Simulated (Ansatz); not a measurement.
# Free triangular strip chain of Mg atoms

Method: PBE (plane waves to 420 eV, PAW; Ansatz, a program for electronic structure). Mesh 1×1×94. No spin polarisation, so a magnetic state wasn't tested. It repeats along c; a and b span vacuum. A hypothetical model. It keeps the symmetry and period of its start, so it need not be a minimum against all distortions. Pairing along the axis, which can open a gap, is among the distortions not tried.

| Property | Value |
|---|---|
| period along the axis (2 atoms) | 3.022 Å |
| PBE gap | none (under 0.01 eV) |
| crossings of the Fermi level between Γ and the zone edge (49 points) | 3, each for both spins (ideal conductance 3 × 2e²/h) |

```xyz
2
Lattice="14.0000 0.0000 0.0000 0.0000 11.0000 0.0000 0.0000 0.0000 3.0216" Properties=species:S:1:pos:R:3 pbc="T T T"
Mg     5.6539     5.5000     0.0000
Mg     8.3461     5.5000     1.5108
```
